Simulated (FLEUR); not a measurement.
A self-consistent single point of MgH2 (P4_2/mnm, 6 atoms in the cell) with FLEUR.

Level of theory: PBE, all-electron FLAPW (FLEUR), scalar-relativistic valence.

The change in words: lattice scaled by 0.98. Reference geometry:
```xyz
6
Lattice="4.4588 0.0000 0.0000 0.0000 4.4588 0.0000 0.0000 0.0000 2.9806" Properties=species:S:1:pos:R:3 pbc="T T T"
Mg     2.2294     2.2294     1.4903
Mg     0.0000     0.0000     0.0000
H      3.1014     3.1014     0.0000
H      1.3574     1.3574     0.0000
H      3.5868     0.8720     1.4903
H      0.8720     3.5868     1.4903
```

Reference input (self-consistent single point, DFT, PBE, all-electron FLAPW (FLEUR), scalar-relativistic valence): Kmax = 4.5 1/bohr; GmaxXC = 13.5 1/bohr; xcFunctional = pbe; jspins = 1; l_soc = F; mode = hist; fermiSmearingEnergy = 0.00036749 Htr; mesh (inpgen div1-3) = 8 8 11; inpgen gamma flag = true; Gmax = 13.5 1/bohr; numbands = 0; maxIterBroyd = 40. This run's input differs from it in these lines:

```diff
@@ -3,5 +3,5 @@
 &input film=f /
-8.4258787191 0.0000000000 0.0000000000
-0.0000000000 8.4258787191 0.0000000000
-0.0000000000 0.0000000000 5.6324609953
+8.2573605022 0.0000000000 0.0000000000
+0.0000000000 8.2573605022 0.0000000000
+0.0000000000 0.0000000000 5.5198125313
 1.0
@@ -47,5 +47,5 @@
          <bravaisMatrix>
-            <row-1>    8.4258787191000000     0.0000000000000000     0.0000000000000000</row-1>
-            <row-2>    0.0000000000000000     8.4258787191000000     0.0000000000000000</row-2>
-            <row-3>    0.0000000000000000     0.0000000000000000     5.6324609952999998</row-3>
+            <row-1>    8.2573605021999992     0.0000000000000000     0.0000000000000000</row-1>
+            <row-2>    0.0000000000000000     8.2573605021999992     0.0000000000000000</row-2>
+            <row-3>    0.0000000000000000     0.0000000000000000     5.5198125313000004</row-3>
          </bravaisMatrix>
```

Output, abridged:

```
 Iteration:     1   Distance:      13.58778823 me/bohr^3
 Iteration:     2   Distance:      12.69086412 me/bohr^3
 Iteration:     3   Distance:       1.78349993 me/bohr^3
 Iteration:     4   Distance:       1.84555063 me/bohr^3
 Iteration:     5   Distance:       0.82128120 me/bohr^3
   [... 5 lines left out ...]
 Iteration:    11   Distance:       0.00013913 me/bohr^3
 Iteration:    12   Distance:       0.00001325 me/bohr^3
 Iteration:    13   Distance:       0.00003781 me/bohr^3
 Iteration:    14   Distance:       0.00000141 me/bohr^3
 Reset of history
 Run finished successfully
 Stop message:
   Structural relaxation: new displacements generated

[file out, last iteration]
             iter=     15
[...]
          total density-effective poten   -6.1608922161E+02
          total charge density-energy d   -3.4442928537E+01
 Updated energy parameters for spin:           1
[...]
 fermi energy and band-weighting factors:
    0.452219    0.471121    0.506128

[...]
FERMIE:
          first approx. to ef    (T=0)  :   0.032136 htr   (energy of the highest occ. eigenvalue)
          number of occ. states  (T=0)  :       1080
          first approx. to seigv (T=0)  : -28.356202 htr
          sum of weights of occ. states :  12.000000
          sum of semicore charge        :   0.000000 e
FERHIS:  Fermi-Energy by histogram:
          bandgap                     :   0.146707 htr
   [... lines left out ...]
          charge neutrality (T=0)     :   0.000000    (zero if the highest occ. eigenvalue is "entirely" occupied)
 Direct bandgap for spin            1 :   0.18060535398547445       Htr
 ---->    free energy=                      -403.0392848865 htr
   [... lines left out ...]
      extrapolation for T->0
 ---->    total electron energy=            -403.0392848865 htr
 ***** TOTAL FORCES ON ATOMS *****
 TOTAL FORCE FOR ATOM TYPE=  1  X=  4.129   Y=  4.129   Z=  2.760
                       FX_TOT= 0.000000 FY_TOT= 0.000000 FZ_TOT= 0.000000
 TOTAL FORCE FOR ATOM TYPE=  2  X= -2.514   Y= -2.514   Z=  0.000
                       FX_TOT= 0.000487 FY_TOT= 0.000487 FZ_TOT= 0.000000
```

The run converged in 14 iterations. FLEUR gives forces in its relaxation mode, with a further iteration, so its stop message speaks of a relaxation. Against the reference run the free energy rises by 13.9 meV/atom and the gap on the mesh goes from 3.889 to 3.992 eV.

The starting cell comes from a database of computed structures (which also holds hypothetical and non-ambient phases and stackings), without a prior relaxation at this level. Its lattice was rescaled by a random factor within 2.5 % of one. For this run, on top of that: lattice scaled by 0.98. Values depend on the basis (sphere radii, cutoffs, local orbitals), which need not be converged.

Cost on one core of a shared machine: roughly 4 min.
